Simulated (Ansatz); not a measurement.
Band structure of C (P6_3/mmc, 2 atoms in the cell).

```
CELL_PARAMETERS angstrom
      2.21719     0.00000     0.00000
     -1.10860     1.92014     0.00000
      0.00000     0.00000     3.59982
ATOMIC_POSITIONS crystal
  C  0.33333 0.66667 0.25000
  C  0.66667 0.33333 0.75000
```

Computed with PBE (plane waves, PAW; Ansatz, a first-principles code).

Settings: basis.ecutwfc = 420 eV; kpoints.mp_grid.grid = 17 17 9; hamiltonian.xc = pbe; hamiltonian.pseudopotentials = {kind: paw} (the program's default PAW files); scf.occupations.method = gaussian; scf.occupations.width = 0.05 eV; kpoints.band_path.npoints = 8.

The starting cell was generated: these elements placed on a structure prototype, without a prior relaxation; it need not be a known phase or ordering of this composition. Its lattice was rescaled by a random factor within 2.5 % of one.

Levels in eV from the Fermi level, bands 1 to 7:
| point | 1 | 2 | 3 | 4 | 5 | 6 | 7 |
|---|---|---|---|---|---|---|---|
| Γ | -18.01 | -9.05 | -8.01 | 5.98 | 5.98 | 7.62 | 7.62 |
| M | -10.18 | -9.14 | -2.24 | -2.14 | -1.60 | 2.14 | 2.26 |
| K | -7.67 | -7.67 | -5.60 | -0.01 | -0.01 | 0.31 | 0.84 |
| A | -15.59 | -15.59 | 1.67 | 1.67 | 6.80 | 6.80 | 6.80 |
| L | -8.01 | -8.01 | -6.83 | -6.83 | 3.90 | 3.90 | 4.44 |
| H | -5.91 | -5.91 | -5.09 | -5.09 | -3.35 | -3.35 | 5.48 |

Bands cross the Fermi level along this path, so the cell is metallic at this level.

Keys are those of Ansatz 0.2.
